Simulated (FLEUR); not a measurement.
**FLEUR run on GaCo (Pm-3m, 2 atoms in the cell): self-consistent single point**

Method: PBE, all-electron FLAPW (FLEUR), scalar-relativistic valence in FLEUR.

This input was run:

Input of the input generator:

```
GaCo
&input film=f /
2.8472300000 0.0000000000 0.0000000000
0.0000000000 2.8472300000 0.0000000000
0.0000000000 0.0000000000 2.8472300000
1.8897261246
1.0 1.0 1.0

2
31 0.5000000000 0.5000000000 0.5000000000 : 0.00
27 0.0000000000 0.0000000000 0.0000000000 : 3.00

&comp jspins=2 /
&kpt div1=9 div2=9 div3=9 /
&end /
```

```xml
<?xml version="1.0" encoding="UTF-8" standalone="no"?>
<fleurInput fleurInputVersion="0.39">
   <comment>
      GaCo                                                                                                
   </comment>
   <calculationSetup>
      <cutoffs Kmax="3.6" Gmax="10.8" GmaxXC="10.8" numbands="0"/>
      <scfLoop itmax="100" minDistance="0.00001" maxIterBroyd="15" imix="Anderson" alpha="0.05" precondParam="0.0" spinf="2.0"/>
      <coreElectrons ctail="T" frcor="F" kcrel="0" coretail_lmax="0"/>
      <xcFunctional name="pbe" relativisticCorrections="F"/>
      <magnetism jspins="2"/>
      <soc l_soc="F" theta="0.0" phi="0.0" spav="F"/>
      <expertModes spex="0" secvar="F"/>
      <geometryOptimization l_f="T" forcealpha="1.0" forcemix="BFGS" epsdisp="0.00001" epsforce="0.00001"/>
      <ldaU l_linMix="F" mixParam="0.05" spinf="1.0"/>
   </calculationSetup>
   <cell>
      <bzIntegration valenceElectrons="28.0" mode="hist" fermiSmearingEnergy="0.00367493">
         <kPointListSelection listName="default-1"/>
         <!-- k-points included here -->
         <xi:include xmlns:xi="http://www.w3.org/2001/XInclude" href="kpts.xml"> </xi:include>
      </bzIntegration>
      <!-- symmetry operations included here -->
      <xi:include xmlns:xi="http://www.w3.org/2001/XInclude" href="sym.xml"> </xi:include>
      <bulkLattice scale="1.0">
         <bravaisMatrix>
            <row-1>    5.3804849137448576     0.0000000000000000     0.0000000000000000</row-1>
            <row-2>    0.0000000000000000     5.3804849137448576     0.0000000000000000</row-2>
            <row-3>    0.0000000000000000     0.0000000000000000     5.3804849137448576</row-3>
         </bravaisMatrix>
      </bulkLattice>
   </cell>
   <atomSpecies>
      <species name="Gallium (Ga)" element="Ga" atomicNumber="31">
         <mtSphere radius="2.17" gridPoints="751" logIncrement="0.016"/>
         <atomicCutoffs lmax="8" lnonsphr="6"/>
         <electronConfig flipSpins="F">
            <coreConfig>(1s1/2) (2s1/2) (2p1/2) (2p3/2) (3s1/2) (3p1/2) (3p3/2)</coreConfig>
            <valenceConfig>(4s1/2) (3d3/2) (3d5/2) (4p1/2) (4p3/2)</valenceConfig>
            <stateOccupation state="(4p1/2)" spinUp="0.1666666667" spinDown="0.1666666667"/>
            <stateOccupation state="(4p3/2)" spinUp="0.3333333333" spinDown="0.3333333333"/>
         </electronConfig>
         <energyParameters s="4" p="4" d="3" f="4"/>
         <lo type="HELO" l="2" n="4" eDeriv="0"/>
      </species>
      <species name="Cobalt (Co3.000" element="Co" atomicNumber="27">
         <mtSphere radius="2.17" gridPoints="751" logIncrement="0.016"/>
         <atomicCutoffs lmax="8" lnonsphr="6"/>
         <electronConfig flipSpins="F">
            <coreConfig>(1s1/2) (2s1/2) (2p1/2) (2p3/2) (3s1/2)</coreConfig>
            <valenceConfig>(3p1/2) (3p3/2) (4s1/2) (3d3/2) (3d5/2)</valenceConfig>
            <stateOccupation state="(3d3/2)" spinUp="2.0" spinDown="0.8"/>
            <stateOccupation state="(3d5/2)" spinUp="3.0" spinDown="1.2"/>
         </electronConfig>
         <energyParameters s="4" p="4" d="3" f="4"/>
         <lo type="SCLO" l="1" n="3" eDeriv="0"/>
      </species>
   </atomSpecies>
   <atomGroups>
      <atomGroup species="Gallium (Ga)">
         <relPos label="                   1">1.000/2.000 1.000/2.000 1.000/2.000</relPos>
         <force calculate="T" relaxXYZ="TTT"/>
      </atomGroup>
      <atomGroup species="Cobalt (Co3.000">
         <relPos label="                   2">.0000000000 .0000000000 .0000000000</relPos>
         <force calculate="T" relaxXYZ="TTT"/>
      </atomGroup>
   </atomGroups>
   <output dos="F" band="F" slice="F">
      <checks vchk="F" cdinf="F"/>
      <bandDOS minEnergy="-.5*Htr" maxEnergy="0.5*Htr" sigma="0.015" storeEVData="T"/>
      <vacuumDOS vacdos="F" integ="F" star="F" nstars="0" locx1="0.0" locy1="0.0" locx2="0.0" locy2="0.0" nstm="0" tworkf="0.0"/>
      <unfoldingBand unfoldBand="F" supercellX="1" supercellY="1" supercellZ="1"/>
      <plotting iplot="0" polar="F">
         <plot TwoD="T" vec1="  1.0  0.0  0.0" vec2="  0.0  1.0  0.0" vec3="  0.0  0.0  1.0" zero="  0.0  0.0  0.0" file="plot"/>
      </plotting>
      <chargeDensitySlicing numkpt="0" minEigenval="0.0" maxEigenval="0.0" nnne="0" pallst="F"/>
      <specialOutput eonly="F"/>
      <magneticCircularDichroism mcd="F" energyLo="-10.0" energyUp="0.0"/>
   </output>
  <!-- We include the file relax.xml here to enable relaxations (see documentation) -->
  <xi:include xmlns:xi="http://www.w3.org/2001/XInclude" href="relax.xml"> <xi:fallback/> </xi:include>
</fleurInput>
```

Output, abridged:

```
      Welcome to FLEUR        (www.flapw.de)
      MaX-Release 8.1          (www.max-centre.eu)

 ========== k-point set info ==========
 Selected k-point list: default-1
 k-point list type: mesh
 9 x 9 x 9
 Number of k points: 35

 ------------Calculation Setup---------------------------
           1           5           7          35
 Number of basis functions:          146
 Iteration:     1   Distance:      43.26919740 me/bohr^3
 Iteration:     2   Distance:      39.99777857 me/bohr^3
 Iteration:     3   Distance:      27.35587834 me/bohr^3
 Iteration:     4   Distance:      16.11529417 me/bohr^3
 Iteration:     5   Distance:      19.78168196 me/bohr^3
 Iteration:     6   Distance:      13.50445922 me/bohr^3
   [... 28 lines left out ...]
 Iteration:    35   Distance:       0.00065730 me/bohr^3
 Iteration:    36   Distance:       0.00017068 me/bohr^3
 Iteration:    37   Distance:       0.00012020 me/bohr^3
 Iteration:    38   Distance:       0.00004015 me/bohr^3
 Iteration:    39   Distance:       0.00000850 me/bohr^3
 Run finished successfully
 Stop message:
   Structural relaxation: Done

[file out, last iteration]
             iter=     40
          p o t e n t i a l   g e n e r a t o r
[...]
          integral of pseudo charge density inside the slab=        0.000000   0.000000
     coulomb potential in the interstitial region:
          density-coulomb potential integrals
          total density-coulomb potenti    -5131.4129064055
          density-effective potential integrals for spin  1
          density-effective potential integrals for spin  2
          total density-effective poten   -5.3075351598E+03
          charge density-energy density integrals
          total charge density-energy d   -1.3551771121E+02
 Updated energy parameters for spin:           1
  Atom    1 4s branch from -4.88 to  1.43 htr. ; e_l =  0.0929
  Atom    1 4p branch from -3.06 to  2.12 htr. ; e_l =  0.2711
  Atom    1 3d branch from -9.99 to -0.09 htr. ; e_l = -0.1370
  Atom    1 4f branch from -9.99 to  3.90 htr. ; e_l =  0.6124
  Atom    1-4d branch from  2.47 to  2.47 htr. ; e_l(l  2.4730
  Atom    2 4s branch from -3.07 to  2.17 htr. ; e_l =  0.2101
  Atom    2 4p branch from -1.71 to  2.80 htr. ; e_l =  0.3421
  Atom    2 3d branch from -9.99 to  0.50 htr. ; e_l =  0.3348
  Atom    2 4f branch from -9.99 to  3.96 htr. ; e_l =  0.6557
  Atom    2 3p branch from-27.60 to -1.71 htr. ; e_l(l -1.7314
 Updated energy parameters for spin:           2
  Atom    1 4s branch from -4.88 to  1.43 htr. ; e_l =  0.0929
  Atom    1 4p branch from -3.06 to  2.12 htr. ; e_l =  0.2711
  Atom    1 3d branch from -9.99 to -0.09 htr. ; e_l = -0.1370
  Atom    1 4f branch from -9.99 to  3.90 htr. ; e_l =  0.6124
  Atom    1-4d branch from  2.47 to  2.47 htr. ; e_l(l  2.4730
  Atom    2 4s branch from -3.07 to  2.17 htr. ; e_l =  0.2101
  Atom    2 4p branch from -1.71 to  2.80 htr. ; e_l =  0.3421
  Atom    2 3d branch from -9.99 to  0.50 htr. ; e_l =  0.3348
  Atom    2 4f branch from -9.99 to  3.96 htr. ; e_l =  0.6557
  Atom    2 3p branch from-27.60 to -1.71 htr. ; e_l(l -1.7314
[...]
 fermi energy and band-weighting factors:
   [... lines left out ...]
          first approx. to ef    (T=0)  :   0.404945 htr   (energy of the highest occ. eigenvalue)
FERHIS:  Fermi-Energy by histogram:
          bandgap                     :   0.000649 htr
          charge neutrality (T=0)     :   0.010974    (zero if the highest occ. eigenvalue is "entirely" occupied)
     EF_NEWTON:  Adjust Fermi-Energy by Newton-Method.
 Direct bandgap for spin            1 :    2.5209178572373869E-002  Htr
 Direct bandgap for spin            2 :    2.5209177857837661E-002  Htr
   [... lines left out ...]
          charge density-ex.-corr.energ     -135.5177112097
          el.-nucl. inter. diff. m.t.       2337.7691135271
          Madelung term for atom type:       -16.3802239852
          el.-nucl. inter. diff. m.t.       1667.6270602661
          Madelung term for atom type:       -11.5970556394
 ---->    total energy=                    -3337.6067229210 htr
 ---->    (input%tkb*entropy) TS=              0.0014434673 htr
 ---->    free energy=                     -3337.6081663883 htr
      extrapolation for T->0
 ---->    total electron energy=           -3337.6074446546 htr
SPIN-1 FORCE FOR ATOM TYPE=  1  X=  2.690   Y=  2.690   Z=  2.690      FX_SP = 0.000000 FY_SP = 0.000000 FZ_SP = 0.000000
SPIN-2 FORCE FOR ATOM TYPE=  1  X=  2.690   Y=  2.690   Z=  2.690      FX_SP = 0.000000 FY_SP = 0.000000 FZ_SP = 0.000000
SPIN-1 FORCE FOR ATOM TYPE=  2  X=  0.000   Y=  0.000   Z=  0.000      FX_SP = 0.000000 FY_SP = 0.000000 FZ_SP = 0.000000
SPIN-2 FORCE FOR ATOM TYPE=  2  X=  0.000   Y=  0.000   Z=  0.000      FX_SP = 0.000000 FY_SP = 0.000000 FZ_SP = 0.000000
 ***** TOTAL FORCES ON ATOMS *****
 TOTAL FORCE FOR ATOM TYPE=  1  X=  2.690   Y=  2.690   Z=  2.690
                       FX_TOT= 0.000000 FY_TOT= 0.000000 FZ_TOT= 0.000000
 TOTAL FORCE FOR ATOM TYPE=  2  X=  0.000   Y=  0.000   Z=  0.000
                       FX_TOT= 0.000000 FY_TOT= 0.000000 FZ_TOT= 0.000000
 Structural relaxation: Done
```

The run converged in 39 iterations. FLEUR gives forces in its relaxation mode, with a further iteration, so its stop message speaks of a relaxation.

The starting cell comes from a database of computed structures (which also holds hypothetical and non-ambient phases and stackings), without a prior relaxation at this level. The starting moments vanished: the run ended non-magnetic, which need not be the lowest state. Values depend on the basis (sphere radii, cutoffs, local orbitals), which need not be converged. The log's line on a gap gives a spacing of levels on this mesh, which the program prints for metals too.

Cost on one core of a shared machine: roughly 2 min.
